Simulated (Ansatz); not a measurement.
Si (diamond structure), cut as [110] wire, round, centred on atom, 0.94 nm across, dimers on {100} faces where they fit, ended by OH. Cell contents Si26O18H18; atoms relaxed. k-points: Γ-centred 1×1×4 mesh; occupations: Fermi-Dirac, 0.020 eV; spin polarisation not allowed. Scalar-relativistic, no spin-orbit coupling.

 The period along the axis is held at the bulk value.

### Question
Give the electronic structure (gap or metallic character, levels against vacuum) at the level PBE (Ansatz, an electronic-structure program).

### Answer

electronic character: not metallic
Kohn-Sham band gap: 1.32 eV
character of the gap on the mesh and a band path of the cell's zone: direct
k-point of the valence-band top (reciprocal lattice units): (0.000, 0.000, 0.000)
k-point of the conduction-band bottom (reciprocal lattice units): (0.000, 0.000, 0.000)
depth of the highest filled level under the vacuum level: 4.94 eV
depth of the lowest empty level under the vacuum level: 3.62 eV
weight of the highest filled level on the outer atoms and the ending: 0.81
weight of the lowest empty level on the outer atoms and the ending: 0.69
electron mass at the zone centre: 0.27 mₑ along the axis
hole mass of the top band at the zone centre: 0.32 mₑ along the axis
change of bonding against the cut: none
number of neighbours within 2.836 Å (ending not counted): 3 for 18 atoms, 4 for 8 atoms
mean Si-Si distance (least to greatest): 2.380 Å (2.349 to 2.433)
